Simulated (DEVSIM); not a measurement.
Device: abrupt Si p-n junction, at 300 K.

| layer (left to right) | material | thickness (μm) | Nd (cm⁻³) | Na (cm⁻³) | τn (s) | τp (s) |
|---|---|---|---|---|---|---|
| 1 | Si | 0.180 | - | 2.1e18 | 4.9e-7 | 4.9e-7 |
| 2 | Si | 38.0 | 9.8e16 | - | 4.9e-7 | 4.9e-7 |

Left contact: ohmic. Right contact: ohmic. Voltage is applied to the left contact. Recombination: SRH at mid-gap, radiative. Mobility is μmin + (μ − μmin)/(1 + (N/Nref)^α).

This is a model device: material constants are rounded textbook-type values typed into the input, and sizes, dopings and lifetimes were drawn at random. Values at 300 K.

```
parameter           Si
-------------  -------
gap (eV)         1.124
affinity (eV)     4.05
permittivity      11.7
Nc (cm⁻³)      2.86e19
Nv (cm⁻³)       3.1e19
μn (cm²/Vs)       1417
μp (cm²/Vs)        470
μn,min              52
μp,min              45
Nref,n          9.7e16
Nref,p          2.2e17
αn                0.68
αp                0.72
B (cm³/s)      4.7e-15
```

Model (solved in DEVSIM): 1D drift-diffusion, Boltzmann statistics, complete ionisation; no tunnelling, impact ionisation, image-force lowering or self-heating.

Give the dark forward current.


(V (V), J (A/cm²)): (0.05, 2.5e-9); (0.10, 9.0e-9); (0.15, 2.7e-8); (0.20, 8.1e-8); (0.25, 2.6e-7); (0.30, 9.4e-7); (0.35, 4.2e-6); (0.40, 2.3e-5); (0.45, 0.00014); (0.50, 0.00090); (0.55, 0.0061); (0.60, 0.042); (0.65, 0.29); (0.70, 1.9); (0.75, 12); (0.80, 54); (0.85, 160); (0.90, 330); (0.95, 590); (1.00, 940); (1.05, 1400); (1.10, 1900); (1.15, 2600)
